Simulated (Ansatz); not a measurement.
Cost and result by functional for the adsorption energy of CH3 on the 1x1 (111) surface of fcc Rh, one in a 2x2 cell, started at the site 'hollow Rh-Rh-Rh over Rh at depth 4.4 Å', in Ansatz (plane waves, PAW). Single points on the PBE structure, on one kind of machine; costs are rough ratios of the slab run's core time (references not counted) to the cheapest single point. r2SCAN's cost holds its higher cutoff (500 against 420 eV). Differences are taken against r2SCAN for comparison alone: no measured value is at hand, so the table doesn't rank accuracy.

Slab: 20 atoms, 6.5 Å thick at the start under the adsorbate (thin: gaps and levels are the slab's own); k 6x6x1, smearing 0.1 eV, dipole-corrected; 8 atoms held, the rest relaxed; held to the start's symmetry, so lower structures may exist; no spin, no spin-orbit, no U, no dispersion correction. At the end it is bonded to 3 Rh. In PBE it is, or lies within 0.03 eV of, the lowest of the starts that converged. These notes are the PBE run's. Adsorption energies are against CH4(g) − ½ H2(g). A negative adsorption energy means that the adsorbate is more stable on the surface than in its reference.

```tsv
functional	relative cost	adsorption energy (eV)	less r2SCAN (eV)
RPBE	1	0.99	0.52
r2SCAN	2	0.47	0.00
PBE (the relaxed run's value)	–	0.66	0.19
```

The values span 0.52 eV, while the single points' costs differ by a factor of roughly 2. Differences are of unrounded values.

Ansatz is a program for electronic structure.
